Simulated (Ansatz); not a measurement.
System: SnGeSiC (model structure, Pmm2, No. 25, 4 atoms in the cell). Method: PBE in Ansatz (plane waves, PAW).

Input:

Ansatz 0.2 input:
```yaml
crystal:
  lattice:
    - [3.1771894232, 0.0, 0.0]
    - [0.0, 4.0106707019, 0.0]
    - [0.0, 0.0, 5.6077503691]
  atoms:
    - { symbol: C, position: [0.0, 0.0, -0.0281247404] }
    - { symbol: Si, position: [0.5, 0.0, 0.1518895238] }
    - { symbol: Ge, position: [0.5, 0.5, 0.3889815003] }
    - { symbol: Sn, position: [0.0, 0.5, 0.7875437164] }
basis:
  ecutwfc: 520
  ecutrho_ratio: 4
  xc_grid: 2
kpoints:
  mp_grid: { grid: [18, 14, 10] }
hamiltonian:
  xc: pbe
  dispersion: none
  pseudopotentials: { kind: paw }
scf:
  occupations: { method: fermi_dirac, width: 0.05 }
  convergence: { dr2_threshold: 0.0000000004 }
output:
  forces: true
  stress: true
  eigenvalues: true
```

The run printed, among other lines:

```
Crystal: 4 atoms, lattice volume = 71.458 Å³
Basis set: ecut = 520 eV, 1917 PW (Γ), exchange–correlation on 48×60×90 points (8 copies of the dense FFT grid, shifted against one another)
Bands: 22, of which v1, the nominal top of the filled ones, is band 18 counted from 1 (17 counted from 0)
Symmetry: 4 space group operations
Space group: Pmm2 (ITA 25), of the structure as read, at distance tolerance 4.1e-5 Å
k-points: 480 of 2520 (time reversal used)
Functional: x = pbe(κ = 0.804, μ = 0.2195149727645171), c = pbe(β = 0.06672455060314922)
SCF iter   1: F=—  HF=-11204.093563 eV  |F-HF|=—  |Δ(HF+E_count)|=         —  Δρ=3.82e-3  dr2=2.43e-2
SCF iter   2: F=—  HF=-11204.088486 eV  |F-HF|=—  |Δ(HF+E_count)|=   5.08e-3  Δρ=1.81e-3  dr2=3.18e-3
  ...
SCF iter   8: F=—  HF=-11204.087666 eV  |F-HF|=—  |Δ(HF+E_count)|=   5.22e-9  Δρ=1.72e-6  dr2=1.88e-9
SCF iter   9: F=-11204.087666 eV  HF=-11204.087666 eV  |F-HF|=1.35e-10  |Δ(HF+E_count)|=   1.08e-9  Δρ=4.46e-7  dr2=8.25e-11
SCF 1 converged in 9 iterations: F = -11204.087666 eV  dr2 = 8.25e-11
SCF converged after 9 iterations
Free energy (F): -11204.087666 eV
Internal energy: -11204.077354 eV  (E = F + TS)
E sigma→0 (E₀):  -11204.082510 eV
Fermi energy:    10.340286 eV
--- Forces (eV/Å), atoms counted from 1 ---
  atom   1  C      0.00000000     0.00000000     0.04979499
  atom   2  Si     0.00000000     0.00000000    -0.02065929
  atom   3  Ge     0.00000000     0.00000000    -0.09515076
  atom   4  Sn     0.00000000     0.00000000     0.06601607
--- Stress (GPa, compression-positive) ---
        2.811996       0.000000       0.000000
        0.000000       3.408144       0.000000
        0.000000       0.000000       3.581722
  P = ⅓ Tr σ = 3.2673 GPa (32.673 kbar)
```

Note: the relaxation could raise the start's symmetry but not lower it, so the cell can be a saddle point. Note: cell and atoms aren't relaxed at this level (largest force component 0.10 eV/Å, pressure 3.3 GPa).

It cost around 50 core-seconds (rough) of CPU time.

A model structure was made by putting elements into a prototype or built by hand; it is no filed structure, need not be a known phase, and can be a saddle point held by its symmetry.

Ansatz is a first-principles code.
